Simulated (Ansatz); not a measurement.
## What a tighter setting buys: kpoints.mp_grid.grid, La3SbO3 (C2/m, 14 atoms in the cell)

Cell: a = 7.2365 Å, b = 7.2365 Å, c = 12.3615 Å, α = 117.32°, β = 117.32°, γ = 33.06°.

Method of the run: r2SCAN, default PAW files made with PBE (plane waves; Ansatz, a quantum-chemistry and plane-wave program).

Base settings: basis.ecutwfc = 500 eV; kpoints.mp_grid.grid = 5 5 2; hamiltonian.xc = r2scan; hamiltonian.pseudopotentials = {kind: paw} (the program's default PAW files); scf.occupations.method = fixed.

Misses are taken against the tightest run, 11 11 4, which need not be fully converged itself. The energy is the free energy per atom.

The count of work is k-points × plane waves × bands × iterations; it is no time, and leaves out set-up, grids and terms that scale otherwise. Core times come from one kind of shared machine and are given to one figure; runs under 30 s give none.

The starting cell comes from a database of computed structures (which also holds hypothetical and non-ambient phases and stackings), without a prior relaxation at this level. Ansatz's pressure includes its estimate of the finite-basis (Pulay) stress.

The runs (kpoints.mp_grid.grid): 1 1 1 | 2 2 1 | 3 3 1 | 3 3 2 | 4 4 2 | 5 5 2 | 6 6 2 | 7 7 3 | 8 8 3 | 9 9 4 | 11 11 4.

**Question.** Which is the coarsest setting among those run that, with all tighter ones, holds the energy within 20 meV/atom of the reference, and what does it save?

**Answer.** 3 3 1, off by 16 meV/atom; it needs 0.029 of the reference's count of work.

**Question.** Which is the coarsest setting among those run that, with all tighter ones, holds the energy within 2 meV/atom of the reference, and what does it save?

**Answer.** 5 5 2, off by 1.8 meV/atom; it needs 0.13 of the reference's count of work and about 0.07 of the reference's time.

**Question.** For at most 0.05 times the reference's count of work, which run misses the energy least?

**Answer.** 3 3 1, with a miss of 16 meV/atom at a count of 0.029.

**Question.** What does the step from 4 4 2 to 7 7 3 buy?

**Answer.** It takes the miss in the energy from 4.7 to 0.34 meV/atom, for 3.1 times the count of work and roughly 3 times the time.

| kpoints.mp_grid.grid | energy less reference (meV/atom) | pressure less reference (GPa) | largest difference in the force on any atom (eV/Å) | count of work / reference | core time / reference (rough) |
|---|---|---|---|---|---|
| 1 1 1 | 91.80 | -0.68 | 0.809 | 0.0081 | – |
| 2 2 1 | 48.08 | 0.47 | 0.157 | 0.022 | – |
| 3 3 1 | 15.62 | 0.13 | 0.072 | 0.029 | – |
| 3 3 2 | 14.59 | 0.14 | 0.053 | 0.058 | 0.04 |
| 4 4 2 | 4.73 | 0.07 | 0.012 | 0.10 | 0.06 |
| 5 5 2 | 1.81 | 0.03 | 0.006 | 0.13 | 0.07 |
| 6 6 2 | 0.80 | 0.02 | 0.003 | 0.19 | 0.10 |
| 7 7 3 | 0.34 | 0.01 | 0.002 | 0.32 | 0.2 |
| 8 8 3 | 0.15 | 0.00 | 0.001 | 0.41 | 0.2 |
| 9 9 4 | 0.06 | 0.00 | 0.000 | 0.69 | 0.3 |
| 11 11 4 | 0.00 | 0.00 | 0.000 | 1.0 | 1 |

Left out of this page: 1 run of the series stopped by limits of time or memory.

Keys are those of Ansatz 0.2.
